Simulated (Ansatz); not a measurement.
**Hypothetical fluorite HfGe2: pressure series**

The parent structure is HfGe$_{2}$ in the fluorite structure (space group Fm-3m, No. 225; a hypothetical phase, not in the database extracts checked).

```yaml
crystal:
  lattice:
    - [0.00000, 3.17834, 3.17834]
    - [3.17834, 0.00000, 3.17834]
    - [3.17834, 3.17834, 0.00000]
  atoms:
    - { symbol: Hf, position: [0.00000, 0.00000, 0.00000] }
    - { symbol: Ge, position: [0.25000, 0.25000, 0.25000] }
    - { symbol: Ge, position: [0.75000, 0.75000, 0.75000] }
```

Cell and atoms are relaxed at each pressure.

Level of theory: PBEsol (Ansatz, a first-principles code; PAW; 420 eV plane waves; no spin-orbit coupling), earlier PAW set.

| P (GPa) | V (Å³/atom) |
|---|---|
| -2.02 | 21.937 |
| -1.02 | 21.665 |
| 1.80 | 20.978 |
| 4.20 | 20.467 |
| 8.99 | 19.599 |
| 18.00 | 18.348 |
| 29.99 | 17.134 |
| 44.99 | 15.989 |
| 60.00 | 15.103 |

Q: Fit a third-order Birch–Murnaghan equation of state.

A: Least squares on P(V) = (3B₀/2)[(V₀/V)^(7/3) − (V₀/V)^(5/3)]·[1 + (3/4)(B₀′ − 4)((V₀/V)^(2/3) − 1)] gives V₀ = 21.40 Å³/atom, B₀ = 87 GPa and B₀′ = 3.9.

Load acts through the strain it causes; cell and atoms are relaxed under it. No phonon test of stability was made. Competing high-pressure phases were not computed. The final runs are not spin-polarised. HfGe2 has a high density of states at the Fermi level and may be magnetic at this level.
